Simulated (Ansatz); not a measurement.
PtGe: response to strain

Base system: PtGe (space group Pnma, No. 62; a = 5.819 Å, b = 3.757 Å, c = 6.175 Å). Axes: x, y, z lie along a, b, c of the conventional cell.

Strains are applied to the cell and any free atomic positions relax; under biaxial strain the out-of-plane vector relaxes too.

All numbers come from Ansatz (an electronic-structure program), PBE, PAW, cutoff 420 eV, no SOC, earlier PAW set.

Notes on the quantities. pressure: mean of the normal stresses, compression positive.

```csv
case,pressure,shortest interatomic distance
base,0.0 GPa,2.509 Å
"biaxial strain −0.26 %, plane normal [001], relaxed out of plane",?,2.507 Å
isotropic strain +0.48 %,-2.0 GPa,2.513 Å
uniaxial strain ε_yy = +4.95 %,-5.9 GPa,2.515 Å
```

### Question
Some entries are withheld; estimate them.

### Answer

- biaxial strain −0.26 %, plane normal [001], relaxed out of plane, pressure: 0.4 GPa

Without a gap, meshes like the base's 8×12×8 leave anisotropic stresses uncertain by several tenths of a GPa, and small strain energies with them. Whether these cells are dynamically stable was not tested. All final runs are without spin polarisation.
